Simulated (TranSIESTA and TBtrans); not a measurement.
Junction: Ag chain with one Fe atom in place of Ag. Leads: straight Ag chain, spacing 2.65 Å. Geometry: 3 atoms about the centre moved by SIESTA (PBE, DZP) to a largest force of 0.01 eV/Å, all others as built, motion along the axis alone. Transport runs along z; the first 4 and the last 4 of the 15 atoms are the lead cells, repeated to infinity.

```xyz
15
Lattice="9.000 0.000 0.000 0.000 9.000 0.000 0.000 0.000 39.350" Properties=species:S:1:pos:R:3 pbc="F F T"
Ag     4.500     4.500     0.000
Ag     4.500     4.500     2.650
Ag     4.500     4.500     5.300
Ag     4.500     4.500     7.950
Ag     4.500     4.500    10.600
Ag     4.500     4.500    13.250
Ag     4.500     4.500    15.871
Fe     4.500     4.500    18.349
Ag     4.500     4.500    20.828
Ag     4.500     4.500    23.450
Ag     4.500     4.500    26.100
Ag     4.500     4.500    28.750
Ag     4.500     4.500    31.400
Ag     4.500     4.500    34.050
Ag     4.500     4.500    36.700
```
Starting moments (μB): atom 8 +3.5.

Run with TranSIESTA and TBtrans (open boundaries, self-consistent; PseudoDojo norm-conserving potentials, scalar-relativistic): Spin polarized, PAO.BasisSize DZP, PAO.EnergyShift 0.15 eV, XC.Authors PBE, Mesh.Cutoff 200 Ry, ElectronicTemperature 300 K, TS.Voltage 0.0 eV, TBT.Elecs.Eta 0.001 eV.

Energies count from the leads' Fermi level. Transmissions are for each spin. The energy step is 0.01 eV; narrower resonances are cut or missed.

| E (eV) | T up | T down |
|---|---|---|
| -0.20 | 0.999 | 0.996 |
| -0.15 | 0.999 | 0.727 |
| -0.10 | 0.999 | 0.963 |
| -0.05 | 0.999 | 0.975 |
| 0.00 | 0.999 | 0.979 |
| 0.05 | 0.999 | 0.981 |
| 0.10 | 0.999 | 0.981 |
| 0.15 | 0.999 | 0.981 |
| 0.20 | 0.999 | 0.981 |

### Question
Give the zero-bias conductance in μS and the resistance at 300 K.

### Answer
At the Fermi level the mean of both spins is (0.999 + 0.979)/2 = 0.989. Averaged with −∂f/∂E over the full grid (kT = 25.9 meV) it is 0.988. With G0 = 2e²/h = 77.48 μS, G = 76.6 μS and R = 1/G = 13.1 kΩ.

### Question
The eigenchannels at the Fermi level (both spins) transmit 0.999, 0.979. What Fano factor of the shot noise follows at low temperature and bias?

### Answer
F = Σ τ(1 − τ)/Σ τ = 0.0216/1.98 = 0.01.

Moments were seeded on the central atoms alone, and one start was tried. The straight chain is held at its spacing; free chains may zigzag or dimerise.
